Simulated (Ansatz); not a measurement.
Consider BeS in the zinc blende structure (space group F-43m, No. 216; a = 4.796 Å).

The values are results of plane-wave PAW DFT at the LDA level (Ansatz, an electronic-structure program, 420 eV), spin-orbit coupling left out, not measurements.

Before the change:

| Property | Result |
|---|---|
| Electron mass | 0.80 mₑ along k, 0.28 mₑ across (at X) |
| Width of the top valence band | 3.57 eV |
| Band gap | 2.82 eV |
| Hole mass | 0.34, 0.53, 0.53 mₑ (at Γ) |

It is then changed as follows: the cell is scaled by 0.9700 in all directions; the atoms relax in the strained cell.

Problem. What happens to the electron mass?

Solution. The electron mass becomes 0.77 mₑ along k, 0.26 mₑ across (at X) (base: 0.80 mₑ along k, 0.28 mₑ across (at X)).

Problem. What does the calculation give for the width of the top valence band after the change?

Solution. The width of the top valence band grows by 0.484 eV (3.57 eV → 4.06 eV).

Problem. Predict the new band gap.

Solution. The band gap shrinks by 0.227 eV, from 2.82 eV to 2.60 eV.

Problem. What happens to the hole mass?

Solution. The hole mass (degenerate bands, along [100]) changes from 0.34, 0.53, 0.53 mₑ (at Γ) to 0.35, 0.47, 0.47 mₑ (at Γ).

Masses are band curvatures over ±0.01 Å⁻¹ around the edge. Along k means along the line from Γ to the band edge. Whether these cells are dynamically stable was not tested.
